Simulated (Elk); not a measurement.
# A self-consistent single point of W (Im-3m, 1 atom in the cell) with Elk

Computed with PBE, all-electron FP-LAPW, Elk's shipped species files, APW+lo basis with extra local orbitals (Elk 10.2.4).

This input was run:

```
tasks
  0

xctype
  20

rgkmax
  8.0

gmaxvr
  14.0

nxlo
  2

lorbcnd
  .true.

rmtscf
  0.86

lmaxi
  2

stype
  3

swidth
  0.00367493

avec
   -2.9708384405    2.9708384405    2.9708384405
    2.9708384405   -2.9708384405    2.9708384405
    2.9708384405    2.9708384405   -2.9708384405

atoms
  1   : nspecies
  'W.in'   : spfname
  1   : natoms; atposl, bfcmt below
  0.0000000000  0.0000000000  0.0000000000    0.0 0.0 0.0

ngridk
  7 7 7
```

Output, abridged:

```
│ Elk code version 10.2.4 │

All units are atomic (Hartree, Bohr, etc.)

│ Ground-state run starting from atomic densities │

Lattice vectors :
  -2.970838441       2.970838441       2.970838441
   2.970838441      -2.970838441       2.970838441
   2.970838441       2.970838441      -2.970838441

Unit cell volume      :    104.8810667
Brillouin zone volume :    2.365061887

Muffin-tin inner radius fraction :   0.1000000000E-01

Nuclei treated as point charges

Species :    1 (W)
 parameters loaded from : W.in
 name : tungsten
 nuclear charge    :   -74.00000000
 electronic charge :    74.00000000
 atomic mass :    335119.8190
 muffin-tin radius :    2.408000000
 number of radial points in muffin-tin :    697
 atomic positions (lattice), magnetic fields (Cartesian) :
   1 :   0.00000000  0.00000000  0.00000000    0.00000000  0.00000000  0.00000000

Total number of atoms per unit cell :    1

Spin treatment :
 spin-unpolarised

Number of Bravais lattice symmetries :   48
Number of crystal symmetries         :   48
Crystal has inversion symmetry
Real symmetric eigensolver will be used

k-point grid :      7     7     7
k-point offset :    0.000000000       0.000000000       0.000000000
k-point set is reduced with full crystal symmetry group
Total number of k-points :       20

Muffin-tin radius times maximum |G+k| :    8.000000000
 using average radius
Maximum |G+k| for APW functions       :    3.322259136
Maximum (1/2)|G+k|²                   :    5.518702884
Maximum |G| for potential and density :    14.00000000
 potential will be trimmed for |G| > 2 gkmax
Constant for pseudocharge density :    8
Radial integration step length :    4

G-vector grid sizes :     24    24    24
Number of G-vectors :     4897

Maximum angular momentum used for
 APW functions                      :    8
 outer part of muffin-tin           :    6
 inner part of muffin-tin           :    2

Total nuclear charge    :   -74.00000000
Total core charge       :    46.00000000
Total valence charge    :    28.00000000
Total excess charge     :    0.000000000
Total electronic charge :    74.00000000

Effective Wigner radius, rₛ :   0.6968279930

Number of empty states         :    4
Total number of valence states :   18
Total number of core states    :   46

Conduction state local-orbitals added automatically
Total number of local-orbitals :  101

Exchange-correlation functional :     20     0     0
 Perdew-Burke-Ernzerhof, Phys. Rev. Lett. 77, 3865 (1996)
 gradient requirement :    1
 generalised gradient approximation (GGA)

Smearing type :    3
 Fermi-Dirac
Smearing width :   0.3674930000E-02
Effective electronic temperature (K) :    1160.451112

Mixing type :    3
 Broyden mixing, J. Phys. A: Math. Gen. 17, L317 (1984)

Kohn-Sham potential initialised from atomic data

│ Self-consistent loop started │
│ Loop number : 1 │
 total energy                :     -16166.6310086
│ Loop number : 2 │
 total energy                :     -16166.8363381
RMS change in Kohn-Sham potential (target) :   0.1580313130     (  0.1000000000E-05)
Absolute change in total energy (target)   :   0.2053294394     (  0.1000000000E-03)
│ Loop number : 3 │
 total energy                :     -16167.0137168
RMS change in Kohn-Sham potential (target) :   0.1520152409     (  0.1000000000E-05)
Absolute change in total energy (target)   :   0.2287111446     (  0.1000000000E-03)
│ Loop number : 4 │
 total energy                :     -16166.9413537
RMS change in Kohn-Sham potential (target) :   0.1249149742     (  0.1000000000E-05)
Absolute change in total energy (target)   :   0.1518540009E-01 (  0.1000000000E-03)
│ Loop number : 5 │
 total energy                :     -16166.6391938
RMS change in Kohn-Sham potential (target) :   0.5606195884E-01 (  0.1000000000E-05)
Absolute change in total energy (target)   :   0.3059561799     (  0.1000000000E-03)
│ Loop number : 6 │
 total energy                :     -16166.4414992
RMS change in Kohn-Sham potential (target) :   0.1716903647E-01 (  0.1000000000E-05)
Absolute change in total energy (target)   :   0.2741836986     (  0.1000000000E-03)
│ Loop number : 7 │
 total energy                :     -16166.3191956
RMS change in Kohn-Sham potential (target) :   0.4381320345E-03 (  0.1000000000E-05)
Absolute change in total energy (target)   :   0.1908495454     (  0.1000000000E-03)
│ Loop number : 8 │
 total energy                :     -16166.2644583
RMS change in Kohn-Sham potential (target) :   0.9273667624E-04 (  0.1000000000E-05)
Absolute change in total energy (target)   :   0.1024496517     (  0.1000000000E-03)
│ Loop number : 9 │
 total energy                :     -16166.2558592
RMS change in Kohn-Sham potential (target) :   0.3754055451E-04 (  0.1000000000E-05)
Absolute change in total energy (target)   :   0.3421148048E-01 (  0.1000000000E-03)
│ Loop number : 10 │
 total energy                :     -16166.2539273
RMS change in Kohn-Sham potential (target) :   0.1433848048E-04 (  0.1000000000E-05)
Absolute change in total energy (target)   :   0.1048483456E-01 (  0.1000000000E-03)
│ Loop number : 11 │
 total energy                :     -16166.2528193
RMS change in Kohn-Sham potential (target) :   0.1884568649E-04 (  0.1000000000E-05)
Absolute change in total energy (target)   :   0.3729149039E-02 (  0.1000000000E-03)
│ Loop number : 12 │
 total energy                :     -16166.2528699
RMS change in Kohn-Sham potential (target) :   0.1487479868E-04 (  0.1000000000E-05)
Absolute change in total energy (target)   :   0.8817375729E-03 (  0.1000000000E-03)
│ Loop number : 13 │
 total energy                :     -16166.2533381
RMS change in Kohn-Sham potential (target) :   0.1999971618E-05 (  0.1000000000E-05)
Absolute change in total energy (target)   :   0.2478029055E-03 (  0.1000000000E-03)
│ Loop number : 14 │
 total energy                :     -16166.2534230
RMS change in Kohn-Sham potential (target) :   0.6413515095E-07 (  0.1000000000E-05)
Absolute change in total energy (target)   :   0.1468124756E-03 (  0.1000000000E-03)
│ Loop number : 15 │
 total energy                :     -16166.2534246
RMS change in Kohn-Sham potential (target) :   0.3766275045E-07 (  0.1000000000E-05)
Absolute change in total energy (target)   :   0.3831584036E-04 (  0.1000000000E-03)
Convergence targets achieved

│ Loop number : 16 │

Energies :
 Fermi                       :     0.578838919493
 sum of eigenvalues          :     -9884.85358840
 electron kinetic            :      18214.1611531
 core electron kinetic       :      17573.6972105
 Coulomb                     :     -34054.8839698
 Coulomb potential           :     -27673.2283212
 nuclear-nuclear             :     -1331.14795670
 electron-nuclear            :     -37774.2437050
 Hartree                     :      5050.50769190
 Madelung                    :     -20218.2698092
 xc potential                :     -425.786420283
 exchange                    :     -321.042734411
 correlation                 :     -4.48673579433
 electron entropic           :    -0.114114284354E-02
 total energy                :     -16166.2534281

Density of states at Fermi energy :    28.00596055
 (states/Hartree/unit cell)

Estimated indirect band gap :   0.4152514893E-02
 from k-point      4 to k-point     13
Estimated direct band gap   :   0.7205298179E-01
 at k-point      2

Charges :
 core                        :    46.00000000
 valence                     :    28.00000000
 interstitial                :    2.236559852
 muffin-tins (core leakage)
  species :    1 (W)
   atom    1                 :    71.76344015     (  0.2097890686E-05)
 total in muffin-tins        :    71.76344015
 total calculated charge     :    73.99758503
 total charge                :    74.00000000
 error                       :   0.2414966543E-02

│ Self-consistent loop stopped │
```

The run converged in 16 iterations. The count includes the last loop, which Elk runs after its targets are met.

The starting cell has typed, rounded lattice constants, without a prior relaxation at this level. Its lattice was rescaled by up to half a per cent. Spin-orbit coupling is off. Spin polarisation is off. Values depend on the basis (sphere radii, cutoffs, local orbitals), which need not be converged. The log's line on a gap gives a spacing of levels on this mesh, which the program prints for metals too.
